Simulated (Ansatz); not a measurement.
## GaGe2N (model structure, started from the BC2N type, R3m, No. 160, 4 atoms in the cell)

Level of theory: PBEsol in Ansatz (plane waves, PAW).

Run with plane-wave cutoff 520 eV, 18×18×18 k mesh, Fermi–Dirac smearing 0.05 eV, scalar-relativistic PAW data made under PBE.

Cell (relaxed at this level):

```yaml
crystal:
  lattice:
    - [1.79076, 1.03390, 6.20404]
    - [-1.79076, 1.03390, 6.20404]
    - [0.00000, -2.06779, 6.20404]
  atoms:
    - { symbol: Ga, position: [0.01984, 0.01984, 0.01984] }
    - { symbol: N, position: [0.12511, 0.12511, 0.12511] }
    - { symbol: Ge, position: [0.48594, 0.48594, 0.48594] }
    - { symbol: Ge, position: [0.61914, 0.61914, 0.61914] }
```

For GaGe2N (model structure, started from the BC2N type, R3m, No. 160, 4 atoms in the cell), the band gap is zero (no gap) and the bulk modulus B0 comes out as 77.4 GPa.

Note: the bulk modulus is −V dP/dV from two relaxed cells at ±2 % in volume; the relaxation could raise the start's symmetry but not lower it, so the cell can be a saddle point.

Spin–orbit coupling is not included.

Computed values are for the static lattice.

A model structure was made by putting elements into a prototype or built by hand; it is no filed structure, need not be a known phase, and can be a saddle point held by its symmetry.

Ansatz is an electronic-structure program.
